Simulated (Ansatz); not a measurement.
The reference is Ta in the bcc (W type) structure (space group Im-3m, No. 229; relaxed with 0.1 eV smearing).

```
CELL_PARAMETERS angstrom
     -1.62703     1.62703     1.62703
      1.62703    -1.62703     1.62703
      1.62703     1.62703    -1.62703
ATOMIC_POSITIONS crystal
  Ta 0.00000 0.00000 0.00000
```

Cartesian axes are those of the cell as printed.

Calculations: LDA (Ansatz, an electronic-structure program; PAW; 420 eV plane waves; spin-orbit coupling left out).

Base values:

- Shortest interatomic distance = 2.818 Å

Now apply this change: uniaxial strain ε_zz = +2.00 %, all other strain components held at zero, atoms relaxed at fixed cell.

What happens to the stress, energy relative to the base and shortest interatomic distance?

The stress (xx, yy, zz, yz, xz, xy; compression positive) amounts to (-3.3, -3.3, -5.7, 0.0, 0.0, 0.0) GPa; the energy grows by 6.2 meV/atom; the shortest interatomic distance rises by 0.019 Å, from 2.818 Å to 2.837 Å.

No phonon test of stability was made. All final runs are without spin polarisation.
